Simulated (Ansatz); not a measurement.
Base system: CdSe in the wurtzite structure (space group P6_3mc, No. 186).

```
CELL_PARAMETERS angstrom
      4.33999     0.00000     0.00000
     -2.17000     3.75854     0.00000
      0.00000     0.00000     7.07803
ATOMIC_POSITIONS crystal
  Cd 0.66667 0.33333 0.00056
  Cd 0.33333 0.66667 0.50056
  Se 0.66667 0.33333 0.62464
  Se 0.33333 0.66667 0.12464
```

Computed with Ansatz (a program for electronic structure), r2SCAN, PAW, cutoff 500 eV, spin-orbit coupling left out.

For the base:

- Shortest interatomic distance = 2.655 Å
- Density = 5.50 g/cm³

One thing is altered: cell and atoms relaxed at a pressure of 5 GPa.

Problem. Predict the new mean gap deformation potential ΔEg/Δln V, shortest interatomic distance and density.

Solution. The mean gap deformation potential ΔEg/Δln V comes out as -2.3 eV; the shortest interatomic distance drops by 0.070 Å to 2.585 Å; the density goes up by 0.463 g/cm³, from 5.50 g/cm³ to 5.97 g/cm³.

Load acts through the strain it causes; cell and atoms are relaxed under it. Stability against distortions was not tested. Measured, CdSe leaves this structure (for rock salt) near 2.72 GPa (temperature not stated; as listed in Datta, Sujoy, Jana, Debnarayan, arXiv (2020)), on rising pressure, with hysteresis.
